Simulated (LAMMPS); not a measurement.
LAMMPS 22 Jul 2025, classical MD, EAM (W_zhou.eam.alloy): W, 1024000 atoms.

```yaml
task: MD, nve
potential: EAM, W_zhou.eam.alloy
copies_of_the_repeat_unit: 80×80×80
shape (slab and sphere leave vacuum in the box): bulk
temperature: 800 K
steps: 200
timestep: 2 fs
neigh_modify: every 1 delay 0 check yes
thermo: 100
newton: on (default)
atom_modify sort (bins of 2 Å where set): 1000 (default)
comm_style: brick (default)
box: 253.2 × 253.2 × 253.2 Å
start: generated bcc lattice, warmed in an untimed run
compared_values: energy and forces of the first step, drift over the run
```

Hardware: Arm Neoverse V2, 96 cores on 1 socket, no SMT, 1 L3 cache group.

Each time is the median wall time of two to five repeats, run one at a time on the otherwise empty machine; start-up is included. Processes are pinned to neighbouring cores unless said otherwise. Build: PyPI wheel: MPICH, OPENMP and OPT packages. Other compilers and libraries give other times. Scratch files lie in a memory file system. A preparatory run goes ahead and isn't timed.

All on 32 ranks. The candidates, on 32 cores each, agree within 1.0 meV/atom in energy, 10 meV/Å in forces on 48 atoms, 0.20 meV an atom in drift of the total energy:
A. skin = 0.2 Å
B. skin = 0.5 Å
C. skin = 3 Å
D. skin = 2 Å
E. skin = 1.5 Å

### Question
Which would you take for the shortest time to solution?

### Answer
A and B, at 14 s to 15 s, level within 8 % or the scatter of repeats. At the other end C takes 1.3× as long.

```json
[
 {"candidate": "A", "wall time": "14 s", "repeats": "3 runs within 1 %", "neighbour list builds": "39"},
 {"candidate": "B", "wall time": "15 s", "repeats": "2 runs within 1 %", "neighbour list builds": "16"},
 {"candidate": "E", "wall time": "17 s", "repeats": "2 runs within 1 %", "neighbour list builds": "3"},
 {"candidate": "D", "wall time": "17 s", "repeats": "2 runs within 1 %", "neighbour list builds": "0"},
 {"candidate": "C", "wall time": "18 s", "repeats": "2 runs within 1 %", "neighbour list builds": "0"}
]
```

From the slowest to the fastest: List entries an atom go from 166 to 70, Neigh from 0 to 2 s and Pair from 17 to 11 s.
